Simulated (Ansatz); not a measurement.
Start from Ag in the fcc (Cu type) structure (space group Fm-3m, No. 225; a = 4.001 Å; relaxed with 0.1 eV smearing). Axes: x, y, z lie along the cube axes.

Method: LDA, PAW, 420 eV (Ansatz, a program for electronic structure; no spin-orbit coupling).

It is then changed as follows: a pure shear with ε_xy = ε_yx = 0.0171; the atoms relax in the strained cell.

Q: Predict the new stress.

A: The stress (xx, yy, zz, yz, xz, xy; compression positive) comes out as (0.3, 0.3, -0.1, 0.0, 0.0, -2.1) GPa.

Q: Predict the new energy relative to the base.

A: The energy goes up by 3.6 meV/atom.

Stability against distortions was not tested.
